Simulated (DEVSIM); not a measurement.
Structure: Schottky contact on n-type Si, at 350 K.

Layer 1 from the left is Si, thickness (μm) 4.10, Nd (cm⁻³) 8.5e16, τn (s) 1.6e-7, τp (s) 1.6e-7. Layer 2 from the left is Si, thickness (μm) 34.0, Nd (cm⁻³) 5.2e17, τn (s) 1.6e-7, τp (s) 1.6e-7.

Left contact: Schottky, work function 4.73 eV, emission velocity 3.5e6 cm/s. Right contact: ohmic. Voltage is applied to the left contact. Recombination: SRH at mid-gap, radiative. Mobility is μmin + (μ − μmin)/(1 + (N/Nref)^α).

This is a model device: material constants are rounded textbook-type values typed into the input, and sizes, dopings and lifetimes were drawn at random. Values at 300 K; Nc and Nv go as T^1.5, mobilities as T to minus their exponent, the gap by Varshni's rule with the affinity fixed.

Si: gap (eV) 1.124, affinity (eV) 4.05, permittivity 11.7, Nc (cm⁻³) 2.86e19, Nv (cm⁻³) 3.1e19, μn (cm²/Vs) 1417, μp (cm²/Vs) 470, μn,min 52, μp,min 45, Nref,n 9.7e16, Nref,p 2.2e17, αn 0.68, αp 0.72, T exponent of μn 2.3, T exponent of μp 2.2, B (cm³/s) 4.7e-15, Varshni α (eV/K) 0.000473, Varshni β (K) 636.

Simulated with DEVSIM: 1D drift-diffusion, Boltzmann statistics, complete ionisation; no tunnelling, impact ionisation, image-force lowering or self-heating. Metal contacts follow the ideal Schottky-Mott rule: no Fermi-level pinning, no interface dipoles.

Problem. What does the simulation give for the dark forward voltage at 1 A/cm², the potential step across the device at zero bias, the dark forward voltage at 100 A/cm²?

Solution. dark forward voltage at 1 A/cm² 0.175 V; potential step across the device at zero bias 0.552 V; dark forward voltage at 100 A/cm² 0.337 V.
